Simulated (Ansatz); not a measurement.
SnBi₂Te₄ (R-3m, No. 166, 7 atoms in the cell; start mp-38605)

Calculation: LDA (plane waves, PAW; Ansatz, a quantum-chemistry and plane-wave program).

Numerical settings: plane-wave cutoff 520 eV, 10×10×10 k mesh, Fermi–Dirac smearing 0.01 eV, scalar-relativistic PAW data made under PBE.

Cell (relaxed at this level):

```yaml
crystal:
  lattice:
    - [2.18411, 1.26100, 13.55971]
    - [-2.18411, 1.26100, 13.55971]
    - [0.00000, -2.52200, 13.55971]
  atoms:
    - { symbol: Sn, position: [0.00000, 0.00000, 0.00000] }
    - { symbol: Bi, position: [0.57265, 0.57265, 0.57265] }
    - { symbol: Bi, position: [0.42735, 0.42735, 0.42735] }
    - { symbol: Te, position: [0.86414, 0.86414, 0.86414] }
    - { symbol: Te, position: [0.13586, 0.13586, 0.13586] }
    - { symbol: Te, position: [0.71130, 0.71130, 0.71130] }
    - { symbol: Te, position: [0.28870, 0.28870, 0.28870] }
```

```json
{
  "band_gap": "0.21 eV (on the SCF k mesh)",
  "Γ–Γ gap": "0.99 eV",
  "bulk_modulus": "44.0 GPa"
}
```

Note: the relaxation could not lower the start's symmetry, so the cell can be a saddle point above a distorted one; the bulk modulus is −V dP/dV from two relaxed cells at ±2 % in volume.

Spin–orbit coupling is not included; it can close the smallest gap of 0.21 eV.

Computed values are for the static lattice.

A start named mp-… is a Materials Project structure, which need not be a measured phase.
